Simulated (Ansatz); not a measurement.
The starting structures come from a database of crystals and need not be the phases stable at ambient conditions.

 Where the default PAW files enter, the runs use the earlier of Ansatz's two default sets.

Input:

```xyz
12
Lattice="5.1753 0.0000 0.0000 0.0000 5.1753 0.0000 0.0000 0.0000 5.1753" Properties=species:S:1:pos:R:3 pbc="T T T"
Sn     0.0000     2.5876     2.5876
Sn     2.5876     2.5876     0.0000
Sn     2.5876     0.0000     2.5876
Sn     0.0000     0.0000     0.0000
O      3.4214     4.3415     4.3415
O      1.7539     0.8337     0.8337
O      4.3415     0.8337     1.7539
O      0.8337     4.3415     3.4214
O      0.8337     3.4214     0.8337
O      4.3415     1.7539     4.3415
O      1.7539     1.7539     3.4214
O      3.4214     3.4214     1.7539
```

Space group of this cell: Pa-3. The cell is taken as given; by PBEsol its mean pressure is -7.2 GPa.

Transport runs along the normal of the first two printed cell vectors, the (001) plane of the conventional cell.

No gap correction and no spin-orbit coupling; mid-gap values are interpolated between computed energies.

**Question.** Give the band gap and the smallest decay constant κ at mid-gap that PBEsol run with Ansatz (an electronic-structure program) yields.

**Answer.** Gap 0.50 eV on a 6×6×6 mesh; κ = 0.065 1/Å, at the zone centre.
